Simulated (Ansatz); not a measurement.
**PBE against PBEsol: hypothetical NiAs type TlF, pressure 50 GPa**

Consider TlF in the NiAs type structure (space group P6_3/mmc, No. 194; a = 3.891 Å, c = 7.014 Å; a hypothetical phase, not in the database extracts checked).

(Cell as relaxed with PBE.)

Levels (all Ansatz, a quantum-chemistry and plane-wave program, PAW): PBE (420 eV, spin-orbit coupling left out); PBEsol (420 eV, without spin-orbit coupling).

Each level relaxes its own structure.

```tsv
base	PBE	PBEsol
volume per atom	22.99 Å³	21.00 Å³
lattice parameter a	3.891 Å	3.752 Å
band gap	2.15 eV	1.90 eV
```

Now apply this change: cell and atoms relaxed at a pressure of 50 GPa.

```
quantity                 PBE  PBEsol
-------------------  -------  ------
lattice parameter a  2.894 Å       …
c/a ratio              2.518       …
```

**Question.** Predict the PBEsol column.

**Answer.** 
- lattice parameter a, PBEsol: 2.850 Å
- c/a ratio, PBEsol: 2.546

PBE's lattice parameter a lies 0.044 Å above PBEsol's (1.5 %); PBE's c/a ratio lies 0.028 below PBEsol's. Neither level is exact; PBEsol is the comparison here, not a measurement.

The mesh was chosen for an insulator and is coarse for the gapless case. From pressure 50 GPa on, the axis ratios lie over 15 % from the base's, so the cell there is far from its starting form. With Tl present, leaving out spin-orbit coupling can change the band edges. Load acts through the strain it causes; cell and atoms are relaxed under it. No phonon test of stability was made. Competing high-pressure phases were not computed. All final runs are without spin polarisation.
